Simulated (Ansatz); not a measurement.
Structure of amorphous In₉Ga₉Zn₉O₃₅F₂ (periodic cell):

```
CELL_PARAMETERS angstrom
      9.38422     0.00000     0.00000
      0.00000     9.38422     0.00000
      0.00000     0.00000     9.38422
ATOMIC_POSITIONS crystal
  In 0.16771 0.15341 0.73224
  In 0.44766 0.52897 0.53421
  In 0.00798 0.24105 0.39501
  In 0.63402 0.22810 0.38242
  In 0.82720 0.97698 0.64837
  In 0.32102 0.04463 0.32228
  In 0.80806 0.54251 0.36314
  In 0.94384 0.41167 0.00229
  In 0.11593 0.73214 0.97644
  Ga 0.71660 0.10999 0.96052
  Ga 0.96404 0.87181 0.30235
  Ga 0.09333 0.72017 0.56526
  Ga 0.39338 0.98952 0.96916
  Ga 0.41945 0.69630 0.16999
  Ga 0.60795 0.44437 0.07652
  Ga 0.35378 0.39702 0.84706
  Ga 0.05034 0.07340 0.05773
  Ga 0.63086 0.83171 0.38969
  Zn 0.34621 0.34198 0.21355
  Zn 0.73917 0.32457 0.67414
  Zn 0.75481 0.80801 0.04677
  Zn 0.34950 0.86028 0.62685
  Zn 0.13105 0.56113 0.28873
  Zn 0.49253 0.12174 0.67960
  Zn 0.52933 0.72320 0.84839
  Zn 0.84701 0.65151 0.79019
  Zn 0.05257 0.46386 0.67991
  O  0.10159 0.76062 0.21304
  O  0.24487 0.03348 0.10432
  O  0.36560 0.17633 0.84548
  O  0.46867 0.54167 0.76264
  O  0.45293 0.91062 0.78731
  O  0.63522 0.65430 0.48491
  O  0.58463 0.98415 0.03403
  O  0.59248 0.64945 0.05485
  O  0.73750 0.30550 0.01333
  O  0.98072 0.86630 0.50177
  O  0.78802 0.77871 0.26940
  O  0.33542 0.77052 0.00557
  O  0.98589 0.14194 0.61112
  O  0.67746 0.00615 0.47340
  O  0.86997 0.44582 0.77280
  O  0.54061 0.31795 0.57241
  O  0.63496 0.43628 0.27014
  O  0.48061 0.17661 0.24408
  O  0.42371 0.39815 0.03020
  O  0.31956 0.04911 0.55350
  O  0.69649 0.13496 0.75928
  O  0.21791 0.25274 0.34707
  O  0.05708 0.22852 0.93836
  O  0.90428 0.64551 0.99981
  O  0.73266 0.81025 0.76981
  O  0.28705 0.69859 0.53416
  O  0.81609 0.32624 0.46856
  O  0.06289 0.67817 0.75419
  O  0.01414 0.55642 0.47916
  O  0.45479 0.84682 0.29942
  O  0.98277 0.06333 0.25321
  O  0.23005 0.37306 0.68896
  O  0.87432 0.98695 0.99622
  O  0.97397 0.42919 0.22825
  O  0.34212 0.54784 0.28665
  F  0.17058 0.50129 0.96831
  F  0.13107 0.94727 0.85502
```

Methods: PBE, scalar-relativistic without spin-orbit coupling (Ansatz, a first-principles code); r2SCAN, scalar-relativistic without spin-orbit coupling (Ansatz); HSE06, scalar-relativistic without spin-orbit coupling (Ansatz). Neutral PBE cell, which sets geometry, pressure and energy: sampling: a 2×2×2 Γ-centred mesh; Fermi-Dirac width 0.02 eV; no spin polarisation. Exact exchange is cut at the faces of this 9 Å cell, which leaves hybrid gaps a finite-size error.

A CHGNet melt-quench gave the starting glass, which DFT then relaxed. O and F atoms were pushed apart under 1.9 Å during the dynamics, to hinder bonds among them. The hot cell started wider than the set density and was brought back towards it in steps. It is the lowest in DFT energy of 2 quenches. It is a model cell: composition and starting density were chosen by hand, and all elements were melted together. No dispersion term was used. The quench was far faster than any real one, so the model tends to hold more defects than a real film. One small periodic cell is one sample of the glass; other quenches scatter about these values. The volume was free in the relaxation, at fixed shape.

### Question
Give the pressure and the spacing of the highest filled and lowest empty levels.

### Answer

| Item | Result |
|---|---|
| Pressure on a 2×2×2 Γ-centred mesh | 0.13 GPa |
| Largest force and stress component on that mesh (the relaxation ran on the zone centre alone) | 0.07 eV/Å and 1.6 GPa |
| Level gap on a 2×2×2 Γ-centred mesh (PBE) | 0.58 eV |
| Level gap at the zone centre (PBE) | 0.59 eV |
| Level gap at the zone centre (r2SCAN) | 1.03 eV |
| Level gap at the zone centre (HSE06) | 2.13 eV |
| Distance between the nearest levels spread over more than a fifth of the atoms or a third of the atoms of their main element (six at least) (PBE, zone centre) | 0.85 eV |

### Question
At PBE and the zone centre, how localised are the states just below and above the Fermi level (participation number: the atoms over which a state spreads)?

### Answer
The highest filled state is spread over 9.4 atoms' worth, largest on O52, with weights by element (charge in smoothed Voronoi cells) O 0.86, Zn 0.11, In 0.01. The lowest empty state is spread over 57.5 atoms' worth, largest on In2, with weights by element (charge in smoothed Voronoi cells) O 0.48, In 0.22, Zn 0.14.

At PBE the levels at the filled edge of the gap are localised (band-tail or defect states), and the nearest spread-out levels lie 0.9 eV apart at the zone centre.

Cut-offs for bonds: In-In 3.12 Å, In-Ga 2.90 Å, In-Zn 2.90 Å, In-O 2.66 Å, In-F 2.39 Å, Ga-Ga 2.68 Å, Ga-Zn 2.68 Å, Ga-O 2.32 Å, Ga-F 2.15 Å, Zn-Zn 2.68 Å, Zn-O 2.48 Å, Zn-F 2.15 Å, O-O 1.58 Å, O-F 1.48 Å, F-F 1.37 Å. Two cations that share two anions don't count as bonded, nor two that share one unless they lie closer than In-In 3.04 Å, In-Ga 2.82 Å, In-Zn 2.82 Å, Ga-Ga 2.61 Å, Ga-Zn 2.61 Å, Zn-Zn 2.61 Å.

Added carriers, by PBE, scalar-relativistic without spin-orbit coupling in Ansatz on the zone centre alone. Charged cells keep the cell fixed and stand in a uniform background, with no image correction, at a width of 0.01 eV; where the count is odd the moment is locked at 1 μB, unless the neutral cell bore moments. Each starts from the undistorted neutral geometry alone. PBE's self-interaction favours spread-out carriers, so it can miss traps that a hybrid finds.

### Question
What happens at PBE when the cell takes an extra electron and the atoms relax?

### Answer
Relaxation lowers the charged cell by 0.01 eV. The largest moves are In2 0.02 Å, F64 0.02 Å, O54 0.02 Å, O58 0.02 Å. The level that holds the added charge spreads over 57.5 atoms' worth, most on In2 (weight 0.04): a carrier spread over the cell. No bond crosses its cut-off with a change of over 0.15 Å (metal-metal contacts aside). Made neutral again at that geometry, the cell lies +0.01 eV from the neutral start (a closed shell was imposed there, with levels 0.57 eV apart, so this is an upper bound).

### Question
What happens at PBE when the cell takes a hole and the atoms relax?

### Answer
Relaxation lowers the charged cell by 0.19 eV. The largest moves are O34 0.45 Å, Zn21 0.21 Å, Ga13 0.18 Å, O60 0.15 Å. The level that was emptied spreads over 3.6 atoms' worth, most on O34 (weight 0.42): a localised (trapped) carrier, which neighbours of that atom can share. Bonds broken: Zn21-O34. Made neutral again at that geometry, the cell lies +0.54 eV from the neutral start (a closed shell was imposed there, with levels 0.06 eV apart, so this is an upper bound).
